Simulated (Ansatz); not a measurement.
Results of PBEsol (plane waves, PAW; Ansatz, a program for electronic structure) for L1₀ (CuAu-type) TiAl.

Run with plane-wave cutoff 520 eV, 20×20×14 k mesh (along the axes of the cell as run), Fermi–Dirac smearing 0.05 eV, no spin polarisation, scalar-relativistic PAW data made under PBE.

Cell (relaxed at this level):

Space group P4/mmm (No. 123); a = b = 2.7951 Å, c = 4.0385 Å, α = β = γ = 90.00°

```csv
atom,site,symmetry,x,y,z
Ti,1a,4/mmm,0.0000,0.0000,0.0000
Al,1d,4/mmm,0.5000,0.5000,0.5000
```

**Question.** What does this level give for the bulk modulus and pressure derivative B′ of the bulk modulus?

**Answer.** 
- bulk modulus: 120 GPa
- pressure derivative B′ of the bulk modulus: 3.9

The run finds no gap.

Note: the bulk modulus comes from volumes at which shape and atoms were relaxed.

The computed numbers hold no vibrational or temperature effects.
